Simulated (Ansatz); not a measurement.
The parent structure is ZnO in the wurtzite structure (space group P6_3mc, No. 186; a = 3.2352 Å, c = 5.2114 Å). Axes: x lies along a and z along c of the hexagonal cell.

The values are results of r2SCAN/PAW in Ansatz (a program for electronic structure), no spin-orbit coupling, not measurements.

Base values:

- Shortest interatomic distance: 3.723 bohr
- Band gap: 1.24 eV

Now apply this change: biaxial strain +2.06 %, plane normal [001], relaxed out of plane (Cartesian); in-plane vectors clamped, the third vector and the atoms free.

### Question
How does this affect the shortest interatomic distance, out-of-plane strain and band gap?

### Answer
The shortest interatomic distance grows by 0.0295 bohr to 3.753 bohr; the out-of-plane strain comes out as -2.19 %; the band gap grows by 0.01 eV to 1.25 eV.

Stability against distortions was not tested.
